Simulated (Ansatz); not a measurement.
Hexagonal WC was calculated with LDA in Ansatz (plane waves, PAW).

Settings: plane-wave cutoff 500 eV, 18×18×14 k mesh (along the axes of the cell as run), Fermi–Dirac smearing 0.05 eV, no spin polarisation, scalar-relativistic PAW data made under PBE.

Computed at the level's own relaxed cell.

Question: Estimate the equilibrium volume per atom, equilibrium lattice constant a and lattice parameter c that the calculation returns.

Answer: 
equilibrium volume per atom: 10.13 Å³/atom
equilibrium lattice constant a: 2.884 Å
lattice parameter c: 2.812 Å

Measured, for comparison: lattice constant a 2.906 Å, lattice parameter c 2.837 Å (300 K, not corrected to a static lattice; as tabulated in Wikipedia's data pages). Computed (rounded) less measured: lattice constant a -0.8 %, lattice parameter c -0.9 %. A static lattice is as a rule a little smaller and stiffer than an uncorrected measurement, which narrows the difference in the lattice constant a, lattice parameter c and would widen misses of the other sign.

Spin–orbit coupling is not included.

Static lattice: no zero-point or thermal effects.

Ansatz is a program for electronic structure.
